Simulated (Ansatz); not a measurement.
The starting structures come from a database of crystals and need not be the phases stable at ambient conditions.

Inside the gap of an insulator the Bloch states are evanescent, with a wavenumber k + iκ along the transport direction.

Consider the following.

```yaml
crystal:
  lattice:
    - [5.83440, 0.00000, 0.00000]
    - [2.17570, 7.64945, 0.00000]
    - [0.00000, 0.00000, 6.98791]
  atoms:
    - { symbol: Rb, position: [0.67422, 0.70654, 0.25000] }
    - { symbol: Rb, position: [0.32578, 0.29346, 0.75000] }
    - { symbol: Ge, position: [0.93103, 0.12000, 0.25000] }
    - { symbol: Ge, position: [0.06897, 0.88000, 0.75000] }
    - { symbol: Cl, position: [0.32704, 0.12940, 0.25000] }
    - { symbol: Cl, position: [0.67296, 0.87060, 0.75000] }
    - { symbol: Cl, position: [0.18625, 0.67780, 0.50505] }
    - { symbol: Cl, position: [0.81375, 0.32220, 0.49495] }
    - { symbol: Cl, position: [0.81375, 0.32220, 0.00505] }
    - { symbol: Cl, position: [0.18625, 0.67780, 0.99495] }
```

Space group of this cell: P2_1/m. The cell is taken as given.

Transport runs along the normal of the first two printed cell vectors.

The gap is the functional's own. No spin-orbit coupling. Mid-gap values are interpolated on the energy grid.

### Question
Predict the band gap and the smallest decay constant κ at mid-gap from r2SCAN (Ansatz, a program for electronic structure).

### Answer
Gap 4.09 eV on a 6×4×6 mesh; κ = 0.404 1/Å, at (0.167, 0.500) of the in-plane reciprocal vectors. At the zone centre, at the nearest computed energy, the slowest state has κ = 0.41 1/Å.
